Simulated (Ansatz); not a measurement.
The starting structures come from a database of crystals and need not be the phases stable at ambient conditions.

Inside the gap of an insulator the Bloch states are evanescent, with a wavenumber k + iκ along the transport direction.

Here is the system:

```xyz
4
Lattice="5.7455 0.0000 0.0000 -2.8727 4.9757 0.0000 2.8727 1.6586 2.3561" Properties=species:S:1:pos:R:3 pbc="T T T"
Sc     0.0000     0.0000     0.0000
F      4.3423     0.8868     1.1781
F      2.8063     3.3171     1.1781
F      4.3423     5.7475     1.1781
```

Space group of this cell: R32. The cell is taken as given; by r2SCAN its mean pressure is -2.7 GPa.

Transport runs along the normal of the first two printed cell vectors, the (001) plane of the conventional cell.

The gap is the functional's own, uncorrected, and κ follows it; spin-orbit coupling is left out. Mid-gap values are interpolated between the computed energies.

Question: Give the band gap and the smallest decay constant κ at mid-gap that r2SCAN run with Ansatz (a first-principles code) yields.

Answer: Gap 6.81 eV on a 12×12×12 mesh; κ = 0.651 1/Å, at the zone centre.
